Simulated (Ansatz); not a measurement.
# MoP in the CsCl type structure (space group Pm-3m, No. 221; a hypothetical phase, not in the database extracts checked)

```cif
data_MoP
_chemical_formula_sum 'Mo1 P1'
_space_group_name_H-M_alt 'P 1'
_space_group_IT_number 1
_cell_length_a 2.97453
_cell_length_b 2.97453
_cell_length_c 2.97453
_cell_angle_alpha 90.000
_cell_angle_beta 90.000
_cell_angle_gamma 90.000
loop_
_space_group_symop_operation_xyz
  'x, y, z'
loop_
_atom_site_label
_atom_site_type_symbol
_atom_site_fract_x
_atom_site_fract_y
_atom_site_fract_z
_atom_site_occupancy
Mo1 Mo 0.00000 0.00000 0.00000 1
P1 P 0.50000 0.50000 0.50000 1
```

Level of theory: PBEsol (Ansatz, a program for electronic structure; PAW; 420 eV plane waves; no spin-orbit coupling). Γ-centred 16×16×16 mesh, Fermi–Dirac width 0.05 eV.

The volume per atom is 13.16 Å³. The density is 8.01 g/cm³ and the band gap comes out as zero. The total energy is -2819.236 eV/atom (σ→0; compares only within this code and set-up).

No phonon test of stability was made. All final runs are without spin polarisation. An odd electron count without spin: MoP.
